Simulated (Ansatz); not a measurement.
Structures of equal composition on the (100) surface of fcc Cu: a layer of Fe in place of the second plane; a layer of Fe in place of the third plane. The slabs share one bottom face, and each structure is named by its start. These are constructed structures in small cells; real faces may alloy, dewet or reconstruct in larger ones, and not all known structures of the face are among them. Slabs of about 9 Å with all that they carry, Fermi-Dirac smearing of 0.1 eV. Bottom of the slabs: a bare face, its two planes held. Relaxed from the named starts with such symmetry as they have, on meshes of like density; energies extrapolated to zero smearing; no spin-orbit coupling, no U. Spin-polarised runs, if any, are marked in brackets, and their order is one that fits the cell; the others ran without spin.

These are PBE (plane waves to 420 eV, PAW; Ansatz, a quantum-chemistry and plane-wave program) values and carry that method's errors.

Task: Order them by energy per 1x1 cell (lowest first) at the level PBE.

Result: a layer of Fe in place of the third plane (0.000 eV [spin, 2.6 μB a cell]), a layer of Fe in place of the second plane (0.043 eV [spin, 2.8 μB a cell])
